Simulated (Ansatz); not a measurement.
Where the default PAW files enter, the runs use the earlier of Ansatz's two default sets.

## Evanescent states of NaF (Fm-3m, rock salt, 2 atoms a cell, 11.9 Å³ an atom) along the normal of (111)

Method: r2SCAN (plane waves, PAW; Ansatz, an electronic-structure program).

The gap is the functional's own, uncorrected, and κ follows it; spin-orbit coupling is left out. Mid-gap values are interpolated between the computed energies.

Energies count from the valence-band top; κ is the least over a 12×12 mesh across the current.

```csv
E (eV),κ (1/Å),where
0.17,0.205,Γ
0.49,0.336,Γ
0.82,0.413,Γ
1.16,0.465,Γ
1.49,0.503,Γ
1.81,…,Γ
2.15,…,Γ
2.48,…,Γ
2.81,…,Γ
3.13,…,Γ
3.46,…,Γ
3.79,…,Γ
4.12,…,Γ
4.46,…,Γ
4.79,…,Γ
5.12,…,Γ
5.45,…,Γ
5.78,0.442,Γ
6.11,0.402,Γ
6.43,0.353,Γ
6.76,0.289,Γ
7.09,0.199,Γ
```

Question: Some entries are withheld; supply them.

Answer: 
- 1.81, κ (1/Å): 0.530
- 2.15, κ (1/Å): 0.550
- 2.48, κ (1/Å): 0.562
- 2.81, κ (1/Å): 0.570
- 3.13, κ (1/Å): 0.573
- 3.46, κ (1/Å): 0.571
- 3.79, κ (1/Å): 0.565
- 4.12, κ (1/Å): 0.555
- 4.46, κ (1/Å): 0.542
- 4.79, κ (1/Å): 0.524
- 5.12, κ (1/Å): 0.502
- 5.45, κ (1/Å): 0.475
